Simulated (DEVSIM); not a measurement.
Structure: Pd/La2O3/n-Ge capacitor, at 250 K.

Layer 1 from the left is La2O3, thickness (nm) 6.60. Layer 2 from the left is Ge, thickness (nm) 340, Nd (cm⁻³) 3e18.

Metal gate on the left, work function 5.2 eV. Fixed charge at the semiconductor interface 0 cm⁻² (in units of +e); no interface traps.

The device is made up for the run: typed textbook-type constants, with dimensions and the other settings drawn at random. Values at 300 K; Nc and Nv go as T^1.5, mobilities as T to minus their exponent, the gap by Varshni's rule with the affinity fixed.

La2O3: gap (eV) 5.8, affinity (eV) 1.8, permittivity 27. Ge: gap (eV) 0.664, affinity (eV) 4, permittivity 16, Nc (cm⁻³) 1.04e19, Nv (cm⁻³) 6e18, Varshni α (eV/K) 0.000477, Varshni β (K) 235.

Model (solved in DEVSIM): 1D Poisson equation in equilibrium, Boltzmann statistics, complete ionisation; no quantum confinement or tunnelling. Metal contacts follow the ideal Schottky-Mott rule: no Fermi-level pinning, no interface dipoles.

**Question.** What does the simulation give for the minimum of the low-frequency capacitance?

**Answer.** minimum of the low-frequency capacitance 0.663 μF/cm².
